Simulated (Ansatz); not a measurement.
# A constructed model of the (110) surface of bcc W, a layer of Nb in place of the second plane (bottom of the slab: a bare face, its two planes held)

Method: PBE (plane waves to 420 eV, PAW; Ansatz, a program for electronic structure).

Model: 6-atom slab, 11.3 Å thick at the start with caps and adatoms (thin: gaps and levels are the slab's own), 14x14x1 mesh, Fermi-Dirac 0.1 eV, dipole correction, 2 atoms held, the rest relaxed; start symmetry kept, larger cells not searched; no spin, no spin-orbit, no U. It is one candidate, not shown to be the stable structure of the face.

```yaml
work_function_of_the_top_face: 4.83 eV
energy_released_by_relaxation: 0.025 eV
cost: very roughly 4 core-minutes
```
